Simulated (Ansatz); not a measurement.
Reference: MgSe (Fm-3m), PBEsol with spin-orbit coupling, rigid bands (plane waves, PAW; Ansatz, a quantum-chemistry and plane-wave program); axes and stresses refer to this cell.

```xyz
2
Lattice="0.0000 2.7249 2.7249 2.7249 0.0000 2.7249 2.7249 2.7249 0.0000" Properties=species:S:1:pos:R:3 pbc="T T T"
Mg     0.0000     0.0000     0.0000
Se     2.7249     2.7249     2.7249
```

- electron conductivity mass = 0.29 mₑ
- Seebeck coefficient, p-type 1e19 cm⁻³ = 361 μV/K
- Seebeck coefficient, n-type 1e19 cm⁻³ = -241 μV/K

Change: biaxial stress xx = yy = -1 GPa (compression positive). What happens to electron conductivity mass, Seebeck coefficient, p-type 1e19 cm⁻³, Seebeck coefficient, n-type 1e19 cm⁻³?

electron conductivity mass moves little, to 0.30 mₑ; Seebeck coefficient, p-type 1e19 cm⁻³ moves little, to 354 μV/K; Seebeck coefficient, n-type 1e19 cm⁻³ shrinks in size to -223 μV/K.

Change: biaxial stress xx = yy = 1 GPa (compression positive). What happens to electron conductivity mass, Seebeck coefficient, p-type 1e19 cm⁻³, Seebeck coefficient, n-type 1e19 cm⁻³?

electron conductivity mass moves little, to 0.30 mₑ; Seebeck coefficient, p-type 1e19 cm⁻³ decreases to 349 μV/K; Seebeck coefficient, n-type 1e19 cm⁻³ falls in size to -229 μV/K.

Change: uniaxial stress along [110] of 2 GPa (compression positive). What happens to electron conductivity mass, Seebeck coefficient, p-type 1e19 cm⁻³, Seebeck coefficient, n-type 1e19 cm⁻³?

electron conductivity mass moves little, to 0.30 mₑ; Seebeck coefficient, p-type 1e19 cm⁻³ drops to 293 μV/K; Seebeck coefficient, n-type 1e19 cm⁻³ moves little, to -235 μV/K.

Change: uniaxial stress along [111] of -1 GPa (compression positive). What happens to electron conductivity mass, Seebeck coefficient, p-type 1e19 cm⁻³, Seebeck coefficient, n-type 1e19 cm⁻³?

electron conductivity mass moves little, to 0.29 mₑ; Seebeck coefficient, p-type 1e19 cm⁻³ shrinks to 327 μV/K; Seebeck coefficient, n-type 1e19 cm⁻³ moves little, to -241 μV/K.

Change: uniaxial stress along [111] of 2 GPa (compression positive). What happens to electron conductivity mass, Seebeck coefficient, p-type 1e19 cm⁻³, Seebeck coefficient, n-type 1e19 cm⁻³?

electron conductivity mass moves little, to 0.29 mₑ; Seebeck coefficient, p-type 1e19 cm⁻³ shrinks to 279 μV/K; Seebeck coefficient, n-type 1e19 cm⁻³ moves little, to -241 μV/K.

Change: uniaxial stress zz = -1 GPa (compression positive). What happens to electron conductivity mass, Seebeck coefficient, p-type 1e19 cm⁻³, Seebeck coefficient, n-type 1e19 cm⁻³?

electron conductivity mass moves little, to 0.29 mₑ; Seebeck coefficient, p-type 1e19 cm⁻³ shrinks to 350 μV/K; Seebeck coefficient, n-type 1e19 cm⁻³ shrinks in size to -227 μV/K.

Masses are for dilute carriers at 300 K, harmonic means over directions unless an axis is named. Seebeck coefficients are for the stated density at 300 K, with one relaxation time for all states and whether or not that doping can be reached. Stresses and pressures are the targets of the relaxation.  The structure type is held under load, also where the real crystal would transform.
